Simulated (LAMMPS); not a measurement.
Pressure dependence of Si (diamond structure) at 1010 K, from the crystal.

Level of theory: classical MD, pair style tersoff, file SiC_Erhart-Albe.tersoff (LAMMPS).

```json
[
 {"P (GPa)": "0", "state": "crystal; no diffusion seen in 30 ps", "volume": "20.396 ± 0.001 Å³/atom", "coordination number": "4.00 (counted to 2.98 Å)"},
 {"P (GPa)": "2", "state": "crystal; no diffusion seen in 30 ps", "volume": "19.976 ± 0.002 Å³/atom", "coordination number": "4.00 (counted to 2.98 Å)"},
 {"P (GPa)": "5", "state": "crystal; no diffusion seen in 30 ps", "volume": "19.408 ± 0.002 Å³/atom", "coordination number": "4.00 (counted to 2.98 Å)"}
]
```

Caution (rows 2; 5): a run this short can hold a crystal over, or a liquid under, the potential's own melting point, which these runs don't give.

Estimate the isothermal bulk modulus at zero pressure. A parabola P(ln V) through the three points gives −dP/d ln V = 93 GPa at zero pressure.

States go by the mean squared displacement: a species diffuses where it passes 1.5 Å², still rises and gives D over 1e-6 cm²/s; a crystal has left its structure where atoms lie 0.35 Å off their sites on average or a cubic box changes its shape by 3 %, or the axial ratios of another lie 8 % off the starting cell's, which the potential's own relaxation can also do.

Errors shown are sampling errors alone.
